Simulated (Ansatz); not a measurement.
Here is the system:

```
CsPbBr3
1.0
    5.93761     0.00000     0.00000
    0.00000     5.93761     0.00000
    0.00000     0.00000     5.93761
Cs Pb Br
1 1 3
Direct
  0.00000   0.00000   0.00000
  0.50000   0.50000   0.50000
  0.00000   0.50000   0.50000
  0.50000   0.50000   0.00000
  0.50000   0.00000   0.50000
```

No spin polarisation.

Level of theory: Ansatz (a quantum-chemistry and plane-wave program), r2SCAN, PAW, cutoff 500 eV, without spin-orbit coupling. Settings: 6×6×6 k-points, 0.05 eV Fermi–Dirac smearing.

### Question
Predict the hole mass and electron mass.

### Answer
The hole mass is 0.17 mₑ (at R) and the electron mass (degenerate bands, along [100]) is 0.091, 0.82, 0.82 mₑ (at R).

Spin-orbit coupling, missing from the scalar runs, can matter with Pb. The levels and masses belong to the bands next to the band gap. Masses are band curvatures over ±0.01 Å⁻¹ around the edge. Stability against distortions was not tested. The cell was made from CsPbCl3 by this change: Cl → Br. Many cubic perovskites are stable only at high temperature; tilts and polar distortions were not tested. This is not the structure that CsPbBr3 has at room temperature and ambient pressure.
